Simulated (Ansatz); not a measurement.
The structure below was relaxed with DFT with r2SCAN, PAW potentials and a 500 eV plane-wave cutoff in Ansatz (a first-principles code), scalar-relativistic without spin-orbit coupling, at pressure 1.5 GPa.

```yaml
crystal:
  lattice:
    - [5.57315, 0.00000, 0.00000]
    - [0.00000, 5.57315, 0.00000]
    - [0.00000, 0.00000, 5.57315]
  atoms:
    - { symbol: Cs, position: [0.00000, 0.00000, 0.00000] }
    - { symbol: Pb, position: [0.50000, 0.50000, 0.50000] }
    - { symbol: Cl, position: [0.00000, 0.50000, 0.50000] }
    - { symbol: Cl, position: [0.50000, 0.50000, 0.00000] }
    - { symbol: Cl, position: [0.50000, 0.00000, 0.50000] }
```

Q: Find the space group and the Wyckoff positions.

A: Space group Pm-3m (No. 221); a = b = c = 5.573 Å, α = β = γ = 90.00°

```json
[
 {"atom": "Cs", "site": "1a", "symmetry": "m-3m", "x": "0.0000", "y": "0.0000", "z": "0.0000"},
 {"atom": "Pb", "site": "1b", "symmetry": "m-3m", "x": "0.5000", "y": "0.5000", "z": "0.5000"},
 {"atom": "Cl", "site": "3c", "symmetry": "4/mm.m", "x": "0.0000", "y": "0.5000", "z": "0.5000"}
]
```

Q: Describe the coordination.

A: The crystal has 5 atoms in its conventional cell. Conventional cell: a = b = c = 5.573 Å, α = β = γ = 90.00°. Cs has 12 Cl at 3.941 Å (cuboctahedral). Pb has 6 Cl at 2.787 Å (octahedral). Cl is coordinated by 2 Pb at 2.787 Å and 4 Cs at 3.941 Å (octahedral). (Neighbours: up to the widest gap in distance over summed covalent radii, below 1.35, at either atom; cation-cation and far metal-metal contacts left out.)

Spin-orbit coupling, missing from the scalar runs, can matter with Pb. Load acts through the strain it causes; cell and atoms are relaxed under it. Stability against distortions was not tested. The cell was made from CsPbCl3 in the cubic perovskite structure (space group Pm-3m, No. 221) by this change: pressure 1.5 GPa. Many cubic perovskites are stable only at high temperature; tilts and polar distortions were not tested. This is not the structure that CsPbCl3 has at room temperature and ambient pressure.
